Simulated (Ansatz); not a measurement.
Monoclinic HfO2 with Mg and one O vacancy, 48 sites, space group P1.

```
CELL_PARAMETERS angstrom
     10.35180     0.00478    -0.02703
      0.00482    10.40943     0.05603
     -0.91462     0.02795     5.29746
ATOMIC_POSITIONS crystal
  Mg 0.12561 0.21170 0.67735
  Hf 0.13878 0.73289 0.71649
  Hf 0.64609 0.22720 0.71418
  Hf 0.64183 0.73194 0.70801
  Hf 0.36729 0.25800 0.31776
  Hf 0.36139 0.77409 0.29217
  Hf 0.86747 0.27042 0.29809
  Hf 0.85859 0.77283 0.29353
  Hf 0.37452 0.48431 0.76960
  Hf 0.36232 0.98102 0.78556
  Hf 0.86745 0.47337 0.79130
  Hf 0.86789 0.97916 0.79596
  Hf 0.13544 0.02825 0.19946
  Hf 0.13206 0.53184 0.22746
  Hf 0.63924 0.02116 0.20627
  Hf 0.63729 0.52056 0.21245
  O  0.03445 0.07485 0.84346
  O  0.03534 0.58592 0.85900
  O  0.53249 0.09024 0.85326
  O  0.53545 0.58807 0.84887
  O  0.43651 0.41025 0.12323
  O  0.46657 0.91578 0.14954
  O  0.97331 0.41165 0.14975
  O  0.96698 0.90989 0.15595
  O  0.47919 0.34214 0.64768
  O  0.46803 0.83925 0.64697
  O  0.96753 0.33705 0.64909
  O  0.96263 0.83033 0.65538
  O  0.02791 0.15888 0.33559
  O  0.02950 0.66285 0.36380
  O  0.53768 0.16034 0.35960
  O  0.52962 0.65859 0.35189
  O  0.22858 0.87316 0.97536
  O  0.72728 0.37235 0.98011
  O  0.72299 0.87128 0.97756
  O  0.26775 0.15438 0.01911
  O  0.27146 0.62308 0.02694
  O  0.77577 0.12775 0.02403
  O  0.77156 0.62834 0.03347
  O  0.27883 0.11772 0.51807
  O  0.27433 0.62998 0.52902
  O  0.77744 0.11996 0.52400
  O  0.77285 0.61883 0.52715
  O  0.23282 0.38516 0.46834
  O  0.22335 0.87821 0.47416
  O  0.72155 0.37733 0.47299
  O  0.72237 0.87624 0.47433
```

Method: PBE (plane waves to 420 eV, PAW; Ansatz, a program for electronic structure). Spin–orbit coupling is left out; PBE gaps are too small against experiment. Its k-point mesh 2×2×4, Fermi–Dirac width 0.01 eV.

Q: List the levels next to the gap at Γ of this cell's own (folded) zone, from the top of the valence band (the table ends after a fixed count of bands, which can cut a degenerate set).

A: 
| band | E − E_v (eV) |
|---|---|
| v4 | -0.412 |
| v3 | -0.314 |
| v2 | -0.295 |
| v1 | 0.000 |
| c1 | 3.244 |
| c2 | 4.041 |
| c3 | 4.370 |
| c4 | 4.456 |
